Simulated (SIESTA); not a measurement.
A self-consistent single point of LuCd (P4mm, 2 atoms in the cell) with SIESTA.

Computed with GGA PBEsol, numerical atomic orbitals DZP, PseudoDojo PBEsol standard norm-conserving potentials (rewritten from UPF to PSML) (SIESTA).

```xyz
2
Lattice="3.6228 0.0000 0.0000 0.0000 3.6228 0.0000 0.0000 0.0000 3.6228" Properties=species:S:1:pos:R:3 pbc="T T T"
Lu     1.8114     1.8114     1.8614
Cd     0.0000     0.0000     0.0000
```

Reference input (self-consistent single point, DFT, GGA PBEsol, numerical atomic orbitals DZP, PseudoDojo PBEsol standard norm-conserving potentials (rewritten from UPF to PSML)): XC.functional = GGA; XC.authors = PBEsol; potentials = PseudoDojo PBEsol standard; PAO.BasisSize = DZP; PAO.EnergyShift = 0.01 Ry; MeshCutoff = 350 Ry; kgrid.MonkhorstPack = 7 7 7; OccupationFunction = FD; ElectronicTemperature = 0.1 eV; MaxSCFIterations = 150; SCF.Mixer.Method = Pulay; SCF.Mixer.Weight = 0.2. This run's input differs from it in these lines:

```diff
@@ -28,5 +28,5 @@
 %block kgrid.MonkhorstPack
-    7   0   0  0.0
-    0   7   0  0.0
-    0   0   7  0.0
+   12   0   0  0.0
+    0  12   0  0.0
+    0   0  12  0.0
 %endblock kgrid.MonkhorstPack
```

The program printed (abridged):

```
        iscf     Eharris(eV)        E_KS(eV)     FreeEng(eV)     dDmax    Ef(eV) dHmax(eV)
   scf:    1   -11453.177648   -11466.836867   -11466.884082  1.414525 -2.323622 13.321197
   scf:    2   -11472.430251   -11470.021077   -11470.064743  0.366797 -2.532713  5.679683
   scf:    3   -11471.354508   -11470.849656   -11470.894951  0.251131 -2.730206  1.722031
   scf:    4   -11470.900715   -11470.890476   -11470.939273  0.085080 -2.846198  0.529780
   scf:    5   -11470.857378   -11470.883415   -11470.934171  0.039423 -2.872669  0.756863
   [... 2 lines left out ...]
   scf:    8   -11470.895395   -11470.895529   -11470.944911  0.001683 -2.873520  0.017574
   scf:    9   -11470.895577   -11470.895555   -11470.944917  0.000607 -2.873867  0.000571
   scf:   10   -11470.895555   -11470.895555   -11470.944917  0.000020 -2.873883  0.000061
   scf:   11   -11470.895556   -11470.895555   -11470.944917  0.000009 -2.873880  0.000028
SCF Convergence by DM+H criterion
max |DM_out - DM_in|         :     0.0000090305
max |H_out - H_in|      (eV) :     0.0000281598
SCF cycle converged after 11 iterations

Using DM_out to compute the final energy and forces

siesta: E_KS(eV) =           -11470.8956

siesta: E_KS - E_eggbox =    -11470.8956

siesta: Atomic forces (eV/Ang):
     1   -0.000000    0.000000   -0.114528
     2    0.000000    0.000000    0.134595
   Tot   -0.000000    0.000000    0.020066
   Max    0.134595
   Res    0.072149    sqrt( Sum f_i^2 / 3N )
   Max    0.134595    constrained

Stress tensor Voigt[x,y,z,yz,xz,xy] (kbar):       16.83       16.83       14.40       -0.00       -0.00       -0.00
(Free)E + p*V (eV/cell)   -11471.4204
Target enthalpy (eV/cell)   -11470.9449

siesta: Program's energy decomposition (eV):
siesta: FreeEng =    -11470.944917

   [... lines left out ...]
siesta:     0.010506   -0.000000    0.000000
siesta:    -0.000000    0.010506    0.000000
siesta:    -0.000000   -0.000000    0.008986

siesta: Cell volume =         47.547500 Ang**3

siesta: Pressure (static):
siesta:                Solid            Molecule  Units
siesta:          -0.00010891         -0.00009120  Ry/Bohr**3
siesta:          -0.00999920         -0.00837375  eV/Ang**3
siesta:         -16.02048700        -13.41622861  kBar
```

The run converged in 11 iterations. Against the reference run the free energy rises by 3.8 meV/atom, the pressure moves little (-1.68 to -1.60 GPa) and the largest force hardly changes (0.138 to 0.135 eV/Å).

The starting cell comes from a database of computed structures (which also holds hypothetical and non-ambient phases and stackings), without a prior relaxation at this level. Its lattice was rescaled by up to half a per cent. One atom was moved a little off its site on purpose. Values carry the incompleteness of an atom-centred basis.

Cost on one core of a shared machine: roughly 70 s.
